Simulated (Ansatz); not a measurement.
**How far a parabola holds: energy against volume of A15 Nb3Sn (cubic form, which distorts at low temperature)**

Results of PBE (Ansatz, a program for electronic structure, PAW) for A15 Nb3Sn (cubic form, which distorts at low temperature). Run with plane-wave cutoff 520 eV, 10×10×10 k mesh, Fermi–Dirac smearing 0.05 eV, no spin polarisation, scalar-relativistic PAW data made under PBE. The cell has no free parameter but its volume, all volumes share cutoff and mesh, and the runs aren't spin-polarised. Energies are free energies at the run's smearing, counted from the lowest row; static lattice.

```
V (Å³/atom)  E (meV/atom)
-----------  ------------
18.059              16.37
18.435               3.96
18.812               0.00
19.188               3.65
19.564              14.17
19.940                  ?
```

Taking a parabola for E over the 5 complete rows: With u = V - 18.8, the rows have u = -0.7410, -0.3650, 0.0120, 0.3880, 0.7640. Least squares gives E = 0.006 - 1.8722·u + 26.9837·u². Residuals (row less fit): 0.160, -0.324, 0.013, 0.308, -0.156; standard error 0.354 (degrees of freedom: 2). The fitted curve has its minimum at V = 18.8, where E = -0.03. Its curvature is d²E/dV² = 2 × 26.9837 meV/Å⁶, so B = V0·d²E/dV² × 0.1602 = 163 GPa.

**Question.** Estimate the missing E (V = 19.940); what did the run itself give?

**Answer.** u = 1.1400, so E = 0.006 - 1.8722 × 1.1400 + 26.9837 × 1.1400² = 32.940 meV/atom. The calculation gives 30.87 meV/atom, 2.070 meV/atom below the prediction (6.7 % of the range of E in the table). The row lies outside the fitted rows, so this is an extrapolation. From the scatter of the fitted rows alone, a prediction at this place has a standard error of 0.837 meV/atom, so the miss is 2.5 times that.

The residuals are curvature that a parabola lacks, not noise. A solid that stiffens under compression and softens on expansion lies above the parabola at the compressed end and under it at the expanded end, as this row does. A third-order Birch-Murnaghan fit to the whole scan has B0 = 162 GPa. Only scans are tabulated whose curvature falls smoothly with volume, and where the parabola meets the shown rows within 5 % of their range and misses the end by 0.1 meV or more.

Measured, for comparison: bulk modulus 165 GPa (4 K, no zero-point or thermal correction; as tabulated in Lu and Klein (1997), arXiv:cond-mat/9704251). Computed less measured: bulk modulus -1.8 %.

Note: symmetry holds this phase in the static calculation, where it need not be a minimum.

Spin–orbit coupling is not included.
